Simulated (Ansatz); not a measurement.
## Band edges of diamond-structure Ge (Fd-3m) under hydrostatic pressure

Cell and atoms are relaxed with PBEsol to each stress (compression positive); bands and masses by r2SCAN with spin-orbit coupling, rigid bands (plane waves, PAW; Ansatz, a quantum-chemistry and plane-wave program).

```yaml
crystal:
  lattice:
    - [0.00000, 2.83809, 2.83809]
    - [2.83809, 0.00000, 2.83809]
    - [2.83809, 2.83809, 0.00000]
  atoms:
    - { symbol: Ge, position: [0.00000, 0.00000, 0.00000] }
    - { symbol: Ge, position: [0.25000, 0.25000, 0.25000] }
```

```csv
stress (GPa),ln(V/V₀) (%),gap (eV),mean mₑ*
-4.20,7.50,closed,-
-2.80,4.67,closed,-
0,0,0.258,-
1.40,-2.07,0.409,0.125
2.80,-3.91,0.472,0.128
5.60,-7.12,0.584,0.185
8.40,-9.94,0.553,0.26
```

 Masses are conductivity masses at 300 K in electron masses, harmonic means over x, y and z. Closed means a gap under a few hundredths of an eV.

### Question
Estimate the bulk modulus from the two loads next to zero.

### Answer
B ≈ −Δp/Δln V = 4.20 GPa/6.74 % = 62 GPa (PBEsol), a mean over this interval.

Masses are those of dilute carriers in rigid bands with one relaxation time, without polarons. Third decimals of gaps are kept for the arithmetic. Every relaxation keeps the diamond-structure phase (space group Fd-3m under this load), so a transition, a distortion that breaks the symmetry or fracture can't show. The smearing differs between some rows.
